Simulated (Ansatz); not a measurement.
**CdSe, pressure series**

Take CdSe in the zinc blende structure (space group F-43m, No. 216; a = 6.133 Å) as the base.

Cell and atoms are relaxed at each pressure.

Method: DFT with r2SCAN, PAW potentials and a 500 eV plane-wave cutoff in Ansatz (a first-principles code), no SOC, earlier PAW set.

```csv
pressure (GPa),volume per atom (Å³/atom)
-1,29.441
0,28.840
0.3,28.679
0.7,28.467
1.5,28.070
3,27.391
5,?
7.5,25.775
10,25.059
```

### Question
Fit the third-order Birch–Murnaghan form P(V) = (3B₀/2)[(V₀/V)^(7/3) − (V₀/V)^(5/3)]·[1 + (3/4)(B₀′ − 4)((V₀/V)^(2/3) − 1)] (squares taken in P) to the rows shown and predict the withheld row.

### Answer
Least squares on the printed values gives V₀ = 28.845 Å³/atom, B₀ = 51.6 GPa, B₀′ = 4.5; this predicts 26.609 Å³/atom, and the run gives 26.609 Å³/atom, in agreement.

Load acts through the strain it causes; cell and atoms are relaxed under it. No phonon test of stability was made. Tetrahedral semiconductors of this kind turn to denser phases somewhere between about 1 and 50 GPa; those were not computed, so compressed cells here can lie past the real transition.
